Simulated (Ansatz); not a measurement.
An Ansatz (an electronic-structure program) run: Cu3SbSe4 with a change (isotropic strain −0.75 %); plane-wave PAW DFT at the PBEsol level (Ansatz, 420 eV), no spin-orbit coupling.

Input:

Ansatz 0.2 input:
```yaml
crystal:
  lattice:
    - [-2.7924844679, 2.7924844679, 5.5499115759]
    - [2.7924844679, -2.7924844679, 5.5499115759]
    - [2.7924844679, 2.7924844679, -5.5499115759]
  atoms:
    - { symbol: Cu, position: [0.5, 0.5, 0] }
    - { symbol: Sb, position: [0, 0, 0] }
    - { symbol: Se, position: [0.5948168787, 0.5948168787, 0.4602255299] }
    - { symbol: Se, position: [0.4051831213, 0.8654086512, 0] }
    - { symbol: Se, position: [0.1345913488, 0.1345913488, 0.5397744701] }
    - { symbol: Se, position: [0.8654086512, 0.4051831213, 0] }
    - { symbol: Cu, position: [0.75, 0.25, 0.5] }
    - { symbol: Cu, position: [0.25, 0.75, 0.5] }
basis: { ecutwfc: 420, ecutrho_ratio: 4, xc_grid: 2, fft_grid_basis: typed }
kpoints: { mp_grid: { grid: [12, 12, 12] } }
hamiltonian:
  xc: pbesol
  dispersion: none
  pseudopotentials: { kind: paw }
scf: { occupations: { method: fermi_dirac, width: 0.05 }, convergence: { dr2_threshold: 0.0000000008 } }
relax: { f_tol: 0.005, max_steps: 50 }
output: { forces: true, stress: true }
checkpoint: { write: state.ck, write_every: 1000 }
```

Output (explanatory and most iteration lines left out):

```
Relaxation: its limit of steps is 50 (relax.max_steps)
Pseudopotential: Cu, paw, valence charge 19
Pseudopotential: Sb, paw, valence charge 15
Pseudopotential: Se, paw, valence charge 16
Crystal: 8 atoms, lattice volume = 173.112 Å³
Basis set: ecut = 420 eV, 3411 PW (Γ), exchange–correlation on 96×96×96 points (8 copies of the dense FFT grid, shifted against one another)
Bands: 82, of which v1, the nominal top of the filled ones, is band 68 counted from 1 (67 counted from 0)
Symmetry: 8 space group operations
Space group: I-42m (ITA 121), of the structure as read, at distance tolerance 5.6e-5 Å
k-points: 163 of 1728 (time reversal used)
Functional: x = pbesol(κ = 0.804, μ = 0.12345679012345678), c = pbesol(β = 0.046)
SCF iter   1: F=—  HF=-47872.481844 eV  |F-HF|=—  |Δ(HF+E_count)|=         —  Δρ=1.18e-2  dr2=1.63e-1  ethr=1.77e-3  ⟨swp⟩=6.0  Hψ=49529  notcnv=0  defer=149
SCF iter   2: F=—  HF=-47872.510100 eV  |F-HF|=—  |Δ(HF+E_count)|=   2.83e-2  Δρ=1.49e-2  dr2=2.23e-1  ethr=1.19e-4  ⟨swp⟩=2.1  Hψ=27772  notcnv=0  defer=1095
SCF 1 converged in 10 iterations: F = -47872.453236 eV  dr2 = 3.24e-10
relax step   1: F+E_penalty+E_count = -47872.45323646 eV  Δ(F+E_penalty+E_count) = +0.000e0 eV  max|allowed force component| = 1.070e-2 eV/Å  Δτ_max = 0.0000 Å  (10 SCF iters, accepted)
Crystal: 8 atoms, lattice volume = 173.112 Å³
SCF iter   1: F=—  HF=-47872.453407 eV  |F-HF|=—  |Δ(HF+E_count)|=         —  Δρ=2.49e-4  dr2=9.17e-5  ethr=6.70e-8  ⟨swp⟩=1.9  Hψ=33474  notcnv=0  defer=1110
SCF iter   2: F=—  HF=-47872.453399 eV  |F-HF|=—  |Δ(HF+E_count)|=   8.41e-6  Δρ=1.70e-4  dr2=4.42e-5  ethr=6.70e-8  ⟨swp⟩=2.0  Hψ=17125  notcnv=0  defer=1110
SCF 2 converged in 6 iterations: F = -47872.453317 eV  dr2 = 7.23e-10
relax step   2: F+E_penalty+E_count = -47872.45331663 eV  Δ(F+E_penalty+E_count) = -8.016e-5 eV  max|allowed force component| = 1.992e-3 eV/Å  Δτ_max = 0.0020 Å  (6 SCF iters, accepted)
SCF converged after 6 iterations
Free energy (F): -47872.453317 eV
Internal energy: -47872.433541 eV  (E = F + TS)
E sigma→0 (E₀):  -47872.443429 eV
Entropy (-TS):   -0.019776 eV (-2.472 meV/atom)
Fermi energy:    9.695061 eV
--- Forces (eV/Å), atoms counted from 1 ---
  atom   1  Cu     0.00000000     0.00000000     0.00000000
  atom   2  Sb     0.00000000     0.00000000     0.00000000
  atom   3  Se    -0.00199215    -0.00199215     0.00019784
  atom   4  Se    -0.00199215     0.00199215    -0.00019784
  atom   5  Se     0.00199215     0.00199215     0.00019784
  atom   6  Se     0.00199215    -0.00199215    -0.00019784
  atom   7  Cu     0.00000000     0.00000000    -0.00000000
  atom   8  Cu    -0.00000000     0.00000000     0.00000000
--- Stress (GPa, compression-positive) ---
        1.662818      -0.000000      -0.000000
       -0.000000       1.662818       0.000000
       -0.000000       0.000000       1.639324
  P = ⅓ Tr σ = 1.6550 GPa (16.550 kbar)
--- Relaxed structure (2 steps of the walk, 2 accepted, 0 SCFs on fresh bases) ---
  atoms:
    - { symbol: Cu, position: [0.5, 0.5, -4.853214874373355e-21] }
    - { symbol: Sb, position: [-9.737086255286685e-21, -4.8838713809133345e-21, -4.853214874373356e-21] }
    - { symbol: Se, position: [0.5944999752623241, 0.5944999752623241, 0.45981031982327203] }
    - { symbol: Se, position: [0.4055000247376758, 0.8653103445609478, 0.0] }
    - { symbol: Se, position: [0.13468965543905206, 0.13468965543905206, 0.5401896801767279] }
    - { symbol: Se, position: [0.8653103445609478, 0.4055000247376758, 0.0] }
    - { symbol: Cu, position: [0.75, 0.24999999999999997, 0.49999999999999994] }
    - { symbol: Cu, position: [0.24999999999999997, 0.75, 0.49999999999999994] }
```

No phonon test of stability was made. All final runs are without spin polarisation. The cell was made from Cu$_{3}$SbSe$_{4}$ (space group I-42m, No. 121) by this change: isotropic strain −0.75 %.
